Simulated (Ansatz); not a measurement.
## What pressure 7.5 GPa does to TlSe

Start from TlSe (space group I4/mcm, No. 140; a = 7.944 Å, c = 6.969 Å).

The change: cell and atoms relaxed at a pressure of 7.5 GPa.

The values are results of Ansatz (a quantum-chemistry and plane-wave program) PBEsol, no spin-orbit coupling, not measurements. k-mesh 9×9×9 (Γ-centred); smearing 0.05 eV (Fermi–Dirac).

| quantity | base | changed | shift |
|---|---|---|---|
| volume per atom | 27.49 Å³ | 23.03 Å³ | -4.46 Å³ |
| lattice parameter a | 794.4 pm | 738.4 pm | -56.0 pm |
| c/a ratio | 0.877 | 0.915 | +0.038 |
| shortest interatomic distance | 269.8 pm | 268.7 pm | -1.1 pm |
| band gap | zero | zero | – |

With Tl present, leaving out spin-orbit coupling can change the band edges. Load acts through the strain it causes; cell and atoms are relaxed under it. Stability against distortions was not tested. No other phases were tried under pressure. The final runs are not spin-polarised. The zero or small gap of TlSe can change with the level of theory.
